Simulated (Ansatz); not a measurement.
**A computed series for Ti2SnC: response to strain**

The parent structure is Ti$_{2}$SnC (space group P6_3/mmc, No. 194; a cell from a computed database, its experimental status unchecked).

```
CELL_PARAMETERS angstrom
      3.13824     0.00000     0.00000
     -1.56912     2.71779     0.00000
      0.00000     0.00000    13.63905
ATOMIC_POSITIONS crystal
  Ti 0.33333 0.66667 0.08109
  Ti 0.66667 0.33333 0.91891
  Ti 0.66667 0.33333 0.58109
  Ti 0.33333 0.66667 0.41891
  Sn 0.33333 0.66667 0.75000
  Sn 0.66667 0.33333 0.25000
  C  0.00000 0.00000 0.00000
  C  0.00000 0.00000 0.50000
```

Cartesian axes are those of the cell as printed.

Strains are applied to the cell and any free atomic positions relax; under biaxial strain the out-of-plane vector relaxes too.

Level of theory: plane-wave PAW DFT at the PBEsol level (Ansatz, a first-principles code, 420 eV), without spin-orbit coupling.

Notes on the quantities. pressure: mean of the normal stresses, compression positive.

| variant | pressure | shortest interatomic distance |
|---|---|---|
| base | 0.0 GPa | 4.011 bohr |
| biaxial strain −0.79 %, plane normal [001], relaxed out of plane | 1.8 GPa | 3.997 bohr |
| biaxial strain −0.14 %, plane normal [001], relaxed out of plane | 0.3 GPa | 4.009 bohr |
| biaxial strain +2.09 %, plane normal [001], relaxed out of plane | -4.3 GPa | 4.053 bohr |
| isotropic strain +4.54 % | -14.2 GPa | 4.130 bohr |

Without a gap, meshes like the base's 17×17×4 leave anisotropic stresses uncertain by several tenths of a GPa, and small strain energies with them. Whether these cells are dynamically stable was not tested. The final runs are not spin-polarised.
